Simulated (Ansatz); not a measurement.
## TaO₃ (Pm-3m, No. 221, 4 atoms in the cell; start mp-2630414)

The numbers are results of r²SCAN (plane waves, PAW; Ansatz, a quantum-chemistry and plane-wave program), not measurements.

Run with plane-wave cutoff 560 eV, 14×14×14 k mesh, Fermi–Dirac smearing 0.05 eV, spin-polarised start, scalar-relativistic PAW data made under PBE.

Cell (relaxed at this level):

```cif
data_O3Ta
_chemical_formula_sum 'Ta1 O3'
_space_group_name_H-M_alt 'Pm-3m'
_space_group_IT_number 221
_space_group_name_Hall '-P 4 2 3'
_cell_length_a 3.92732
_cell_length_b 3.92732
_cell_length_c 3.92732
_cell_angle_alpha 90.000
_cell_angle_beta 90.000
_cell_angle_gamma 90.000
loop_
_atom_site_label
_atom_site_type_symbol
_atom_site_symmetry_multiplicity
_atom_site_Wyckoff_symbol
_atom_site_fract_x
_atom_site_fract_y
_atom_site_fract_z
_atom_site_occupancy
Ta1 Ta 1 b 0.50000 0.50000 0.50000 1
O1 O 3 c 0.00000 0.50000 0.50000 1
```

```
Property        Value
------------  -------
bulk modulus  203 GPa
```

Note: the magnetic order was assumed, not searched for or taken from measurement; the bulk modulus is −V dP/dV from two relaxed cells at ±2 % in volume; the relaxation could not lower the start's symmetry, so the cell can be a saddle point above a distorted one.

Spin–orbit coupling is not included; it can open a gap where bands touch, and shift volumes and moduli.

Computed values are for the static lattice.

A start named mp-… is a Materials Project structure, which need not be a measured phase.
